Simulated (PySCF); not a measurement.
PySCF 2.14.0, R2SCAN/def2-svp, df: Ga(F)(Cl)(Vi) (C=[CH][Ga]([F])[Cl]), 8 atoms. The geometry is a generated start, not checked to be a minimum at this level.

task: energy
method: r2scan
basis: def2-svp
two-electron scheme: density fitting
mol.max_memory: 3000 MB
mf.max_cycle: 100
mf.conv_tol: 1e-09 (default)
mf.grids.level: 3 (default)
basis functions: 107
grid points: 111712

```xyz
8

Ga    -0.0875     0.2758     1.4251
F     -0.6854    -0.7501     2.7358
Cl     0.5771     2.1738     1.9947
C     -0.1589    -0.6356    -0.3808
C      0.1839     0.0134    -1.4786
H     -0.4964    -1.6656    -0.3872
H      0.1497    -0.4543    -2.4533
H      0.5176     1.0426    -1.4558
```

With the defaults (mf.DIIS = CDIIS, mf.diis = true, mf.diis_space = 8, newton = off, mf.init_guess = minao, mf.damp = 0, mf.diis_start_cycle = 1) it converges in 13 Fock builds. One run each on 2 threads, 1 BLAS thread, with these changes:
- mf.DIIS = EDIIS
- mf.diis = false, mf.damp = 0.7, mf.diis_start_cycle = 999
- mf.diis_space = 5
- mf.diis = false
- mf.init_guess = huckel
- mf.init_guess = atom
- mf.diis_space = 3
- mf.diis_space = 12
- newton = Hessian by the SCF's own integrals

Q: Which of these changes keep the SCF from converging, or lead it to another solution?

A: No convergence: mf.DIIS = EDIIS; mf.diis = false (the run ends without SCF convergence in 100 cycles). The rest reach the solution of the defaults.

```json
[
 {"setting": "the defaults", "Fock builds": "13", "end": "same solution"},
 {"setting": "mf.diis_space = 12", "Fock builds": "13", "end": "same solution"},
 {"setting": "mf.init_guess = atom", "Fock builds": "14", "end": "same solution"},
 {"setting": "mf.diis_space = 5", "Fock builds": "15", "end": "same solution"},
 {"setting": "mf.init_guess = huckel", "Fock builds": "16", "end": "same solution"},
 {"setting": "mf.diis_space = 3", "Fock builds": "18", "end": "same solution"},
 {"setting": "mf.diis = false, mf.damp = 0.7, mf.diis_start_cycle = 999", "Fock builds": "25", "end": "same solution"},
 {"setting": "newton = Hessian by the SCF's own integrals", "Fock builds": "36", "end": "same solution"},
 {"setting": "mf.DIIS = EDIIS", "Fock builds": "101", "end": "no convergence"},
 {"setting": "mf.diis = false", "Fock builds": "101", "end": "no convergence"}
]
```

Under newton the count holds the products with the orbital Hessian.
